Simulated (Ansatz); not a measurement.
# Ta, alloy series

The parent structure is Ta in the bcc (W type) structure (space group Im-3m, No. 229; a = 3.282 Å).

The other end (x = 1) is Re in the bcc (W type) structure (space group Im-3m, No. 229; a model cell, its experimental status unchecked): 14.68 Å³/atom, gap zero; this end may not be an ambient phase.

Re replaces a fraction x of Ta; each row is one arrangement (x, atoms in the cell, starting space group or random), fully relaxed.

Calculations: PBEsol (Ansatz, a program for electronic structure; PAW; 420 eV plane waves; no SOC), earlier PAW set.

Candidates:
(a) x(Re) = 0.25, 4 atoms, P4/mmm
(b) x(Re) = 0.5, 2 atoms, Cmmm
(c) x(Re) = 0.75, 4 atoms, P4/mmm

Notes on the quantities. mixing energy: to 0.01 eV only: unlike meshes or grids; against an end that may be hypothetical.

Task: Order them by mixing energy, lowest first.

Result: (b) x(Re) = 0.5, 2 atoms, Cmmm (-0.35 eV/atom), (a) x(Re) = 0.25, 4 atoms, P4/mmm (-0.30 eV/atom), (c) x(Re) = 0.75, 4 atoms, P4/mmm (-0.26 eV/atom)

Each cell is one ordered arrangement of few atoms, which overstates ordering effects compared with a random alloy. Whether these cells are dynamically stable was not tested. The final runs are not spin-polarised. This is not the structure that Re has at room temperature and ambient pressure.
